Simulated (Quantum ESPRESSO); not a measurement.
**Habitual settings against a tight run: Y2GeRh3 (R-3m, 6 atoms in the cell)**

Self-consistent single point.

```xyz
6
Lattice="2.8028 1.6182 3.9596 -2.8028 1.6182 3.9596 0.0000 -3.2364 3.9596" Properties=species:S:1:pos:R:3 pbc="T T T"
Y      0.0000     0.0000     7.4758
Y      0.0000     0.0000     4.4029
Ge     0.0000     0.0000     0.0000
Rh     0.0000    -1.6182     1.9798
Rh     1.4014     0.8091     1.9798
Rh    -1.4014     0.8091     1.9798
```

Level of theory: PBEsol, GBRV 1.5 ultrasoft (PBESOL) pseudopotentials (plane waves; Quantum ESPRESSO).

Base settings: ecutwfc = 50 Ry; ecutrho = 400 Ry; occupations = smearing; smearing = fermi-dirac; degauss = 0.0073499 Ry; K_POINTS = automatic 7 7 7 0 0 0; conv_thr = 1e-10 Ry; mixing_beta = 0.7.

Tight run (finer mesh or higher cutoff; not a proven limit): ecutwfc: 50 Ry → 70 Ry; ecutrho: 400 Ry → 560 Ry; conv_thr: 1e-10 Ry → 7.3e-11 Ry; K_POINTS: automatic 7 7 7 0 0 0 → automatic 10 10 10 0 0 0. It gave Fermi level (on the code's own zero) 15.93 eV; pressure -5.53 GPa; largest force (vector length) 0.046 eV/Å.

Quick runs, as changes from the base:
- A: the base itself
- B: ecutwfc: 50 Ry → 30 Ry; ecutrho: 400 Ry → 240 Ry; smearing: fermi-dirac → methfessel-paxton; degauss: 0.0073499 Ry → 0.019992 Ry; pseudopotentials: {Y: y_pbesol_v1.4.uspp.F.UPF, Ge: ge_pbesol_v1.4.uspp.F.UPF, Rh: rh_pbesol_v1.4.uspp.F.UPF} → {Y: y_lda_v1.4.uspp.F.UPF, Ge: ge_lda_v1.4.uspp.F.UPF, Rh: rh_lda_v1.4.uspp.F.UPF}; K_POINTS: automatic 7 7 7 0 0 0 → automatic 1 1 1 0 0 0 [LDA (PZ)]
- C: ecutwfc: 50 Ry → 35 Ry; ecutrho: 400 Ry → 280 Ry; smearing: fermi-dirac → marzari-vanderbilt; degauss: 0.0073499 Ry → 0.0099958 Ry; pseudopotentials: {Y: y_pbesol_v1.4.uspp.F.UPF, Ge: ge_pbesol_v1.4.uspp.F.UPF, Rh: rh_pbesol_v1.4.uspp.F.UPF} → {Y: y_lda_v1.4.uspp.F.UPF, Ge: ge_lda_v1.4.uspp.F.UPF, Rh: rh_lda_v1.4.uspp.F.UPF}; K_POINTS: automatic 7 7 7 0 0 0 → automatic 4 4 4 0 0 0 [LDA (PZ)]
- D: ecutwfc: 50 Ry → 40 Ry; ecutrho: 400 Ry → 320 Ry; degauss: 0.0073499 Ry → 0.036749 Ry; K_POINTS: automatic 7 7 7 0 0 0 → automatic 2 2 2 0 0 0
- E: ecutwfc: 50 Ry → 25 Ry; ecutrho: 400 Ry → 200 Ry; smearing: fermi-dirac → marzari-vanderbilt; degauss: 0.0073499 Ry → 0.0099958 Ry; K_POINTS: automatic 7 7 7 0 0 0 → automatic 8 8 8 1 1 1
- F: ecutwfc: 50 Ry → 40 Ry; ecutrho: 400 Ry → 320 Ry; conv_thr: 1e-10 Ry → 7.3e-06 Ry; pseudopotentials: {Y: y_pbesol_v1.4.uspp.F.UPF, Ge: ge_pbesol_v1.4.uspp.F.UPF, Rh: rh_pbesol_v1.4.uspp.F.UPF} → {Y: y_lda_v1.4.uspp.F.UPF, Ge: ge_lda_v1.4.uspp.F.UPF, Rh: rh_lda_v1.4.uspp.F.UPF}; K_POINTS: automatic 7 7 7 0 0 0 → automatic 6 6 6 0 0 0 [LDA (PZ)]

Energies are extrapolated to zero smearing width, which holds to low order in the width alone (under cold and Methfessel-Paxton smearing the free energy itself is taken).

Dashes: energy of B, C, F, another energy zero; pressure of F, not trusted under this conv_thr with d or f elements.

† marks runs with another functional, U, potentials or spin treatment: their distance from the tight run is not a convergence error alone.

The count of work is k-points × plane waves × bands × iterations; it is no time. Core times come from one kind of shared machine and are given to one figure; runs under 30 s give none.

The starting cell comes from a database of computed structures (which also holds hypothetical and non-ambient phases and stackings), without a prior relaxation at this level. Its lattice was rescaled by a random factor within 2.5 % of one. Spin polarisation is off. In the base run, with a pressure of about -6 GPa the cell is away from its equilibrium volume at this level.

| run | energy less tight (meV/atom) | pressure less tight (GPa) | largest miss in a force vector (eV/Å) | count of work / tight | core time / tight (rough) |
|---|---|---|---|---|---|
| A | 3.0 | -0.04 | 0.002 | 0.23 | 0.3 |
| B† | – | -30.75 | 1.067 | 0.0040 | 0.06 |
| C† | – | -10.79 | 0.116 | 0.043 | 0.09 |
| D | 93.0 | 2.30 | 0.098 | 0.015 | 0.07 |
| E | 2962.9 | -137.35 | 0.166 | 0.12 | 0.1 |
| F† | – | – | 0.034 | 0.076 | 0.1 |

Among the runs at the tight run's level, the energy misses run from 3.0 to 2962.9 meV/atom.
